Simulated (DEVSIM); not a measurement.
Structure: illuminated Ge n-on-p cell, one wavelength, at 300 K.

| layer (left to right) | material | thickness (μm) | Nd (cm⁻³) | Na (cm⁻³) | τn (s) | τp (s) | absorption coefficient (cm⁻¹) |
|---|---|---|---|---|---|---|---|
| 1 | Ge | 0.270 | 9.2e17 | - | 1e-6 | 1.3e-7 | 1300 |
| 2 | Ge | 160 | - | 1.2e16 | 1.1e-6 | 1.1e-6 | 1300 |

Left contact: ohmic, minority hole recombination velocity 100 cm/s. Right contact: ohmic, minority electron recombination velocity 6e6 cm/s. Voltage is applied to the left contact. Recombination: SRH at mid-gap, radiative, Auger. Light enters at the left, 7.8e17 photons cm⁻² s⁻¹, one pass, no reflection. Mobility is μmin + (μ − μmin)/(1 + (N/Nref)^α).

Constants are typed, rounded textbook-type inputs, not results; the design itself was drawn at random and stands for no fabricated device. Values at 300 K.

```
parameter           Ge
-------------  -------
gap (eV)         0.664
affinity (eV)        4
permittivity        16
Nc (cm⁻³)      1.04e19
Nv (cm⁻³)         6e18
μn (cm²/Vs)       3900
μp (cm²/Vs)       1900
μn,min             150
μp,min             100
Nref,n          2.6e17
Nref,p            4e17
αn                0.56
αp                 0.6
B (cm³/s)      6.4e-14
Cn (cm⁶/s)       1e-31
Cp (cm⁶/s)       1e-31
```

DEVSIM, 1D drift-diffusion, Boltzmann statistics, complete ionisation; no tunnelling, impact ionisation, image-force lowering or self-heating.

Problem. Tabulate band edges, carrier densities and field at zero bias, in the dark.

Solution. Energies count from the Fermi level of the right contact; mesh points crowd at the junctions.

```json
[
 {"x (μm)": "0.000", "Ec (eV)": "0.063", "Ev (eV)": "-0.601", "n (cm⁻³)": "9.2e17", "p (cm⁻³)": "4.7e8", "field (V/cm)": "≈ 0"},
 {"x (μm)": "0.03194", "Ec (eV)": "0.063", "Ev (eV)": "-0.601", "n (cm⁻³)": "9.2e17", "p (cm⁻³)": "4.7e8", "field (V/cm)": "≈ 0"},
 {"x (μm)": "0.09853", "Ec (eV)": "0.063", "Ev (eV)": "-0.601", "n (cm⁻³)": "9.2e17", "p (cm⁻³)": "4.7e8", "field (V/cm)": "≈ 0"},
 {"x (μm)": "0.1929", "Ec (eV)": "0.063", "Ev (eV)": "-0.601", "n (cm⁻³)": "9.2e17", "p (cm⁻³)": "4.7e8", "field (V/cm)": "≈ 0"},
 {"x (μm)": "0.2603", "Ec (eV)": "0.068", "Ev (eV)": "-0.596", "n (cm⁻³)": "7.4e17", "p (cm⁻³)": "5.9e8", "field (V/cm)": "11000"},
 {"x (μm)": "0.2852", "Ec (eV)": "0.153", "Ev (eV)": "-0.511", "n (cm⁻³)": "2.7e16", "p (cm⁻³)": "1.6e10", "field (V/cm)": "32000"},
 {"x (μm)": "0.3421", "Ec (eV)": "0.302", "Ev (eV)": "-0.362", "n (cm⁻³)": "8.7e13", "p (cm⁻³)": "5.0e12", "field (V/cm)": "22000"},
 {"x (μm)": "0.5600", "Ec (eV)": "0.499", "Ev (eV)": "-0.165", "n (cm⁻³)": "4.3e10", "p (cm⁻³)": "1.0e16", "field (V/cm)": "1000"},
 {"x (μm)": "1.017", "Ec (eV)": "0.503", "Ev (eV)": "-0.161", "n (cm⁻³)": "3.6e10", "p (cm⁻³)": "1.2e16", "field (V/cm)": "≈ 0"},
 {"x (μm)": "2.137", "Ec (eV)": "0.503", "Ev (eV)": "-0.161", "n (cm⁻³)": "3.6e10", "p (cm⁻³)": "1.2e16", "field (V/cm)": "≈ 0"},
 {"x (μm)": "4.888", "Ec (eV)": "0.503", "Ev (eV)": "-0.161", "n (cm⁻³)": "3.6e10", "p (cm⁻³)": "1.2e16", "field (V/cm)": "≈ 0"},
 {"x (μm)": "15.40", "Ec (eV)": "0.503", "Ev (eV)": "-0.161", "n (cm⁻³)": "3.6e10", "p (cm⁻³)": "1.2e16", "field (V/cm)": "≈ 0"},
 {"x (μm)": "37.45", "Ec (eV)": "0.503", "Ev (eV)": "-0.161", "n (cm⁻³)": "3.6e10", "p (cm⁻³)": "1.2e16", "field (V/cm)": "≈ 0"},
 {"x (μm)": "89.49", "Ec (eV)": "0.503", "Ev (eV)": "-0.161", "n (cm⁻³)": "3.6e10", "p (cm⁻³)": "1.2e16", "field (V/cm)": "≈ 0"},
 {"x (μm)": "138.6", "Ec (eV)": "0.503", "Ev (eV)": "-0.161", "n (cm⁻³)": "3.6e10", "p (cm⁻³)": "1.2e16", "field (V/cm)": "≈ 0"},
 {"x (μm)": "151.1", "Ec (eV)": "0.503", "Ev (eV)": "-0.161", "n (cm⁻³)": "3.6e10", "p (cm⁻³)": "1.2e16", "field (V/cm)": "≈ 0"},
 {"x (μm)": "156.5", "Ec (eV)": "0.503", "Ev (eV)": "-0.161", "n (cm⁻³)": "3.6e10", "p (cm⁻³)": "1.2e16", "field (V/cm)": "≈ 0"},
 {"x (μm)": "158.8", "Ec (eV)": "0.503", "Ev (eV)": "-0.161", "n (cm⁻³)": "3.6e10", "p (cm⁻³)": "1.2e16", "field (V/cm)": "≈ 0"},
 {"x (μm)": "159.8", "Ec (eV)": "0.503", "Ev (eV)": "-0.161", "n (cm⁻³)": "3.6e10", "p (cm⁻³)": "1.2e16", "field (V/cm)": "≈ 0"},
 {"x (μm)": "160.1", "Ec (eV)": "0.503", "Ev (eV)": "-0.161", "n (cm⁻³)": "3.6e10", "p (cm⁻³)": "1.2e16", "field (V/cm)": "≈ 0"},
 {"x (μm)": "160.2", "Ec (eV)": "0.503", "Ev (eV)": "-0.161", "n (cm⁻³)": "3.6e10", "p (cm⁻³)": "1.2e16", "field (V/cm)": "≈ 0"},
 {"x (μm)": "160.3", "Ec (eV)": "0.503", "Ev (eV)": "-0.161", "n (cm⁻³)": "3.6e10", "p (cm⁻³)": "1.2e16", "field (V/cm)": "≈ 0"}
]
```
